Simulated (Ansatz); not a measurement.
Base system: SnSe2 in the rutile structure (space group P4_2/mnm, No. 136; a = 6.4149 Å, c = 3.9943 Å; a hypothetical phase, not in the database extracts checked).

The values are results of PBEsol (Ansatz, a quantum-chemistry and plane-wave program), no spin-orbit coupling, earlier PAW set, not measurements.

For the base:

The lattice parameter a is 641.5 pm and the c/a ratio is 0.623.

The change: cell and atoms relaxed at a pressure of 7 GPa.

Q: Estimate the effect on the lattice parameter a.

A: The lattice parameter a drops by 28.4 pm to 613.1 pm.

Q: Predict the new c/a ratio.

A: The c/a ratio goes up by 0.021, from 0.623 to 0.644.

Load acts through the strain it causes; cell and atoms are relaxed under it. Whether these cells are dynamically stable was not tested. No other phases were tried under pressure. The final runs are not spin-polarised.
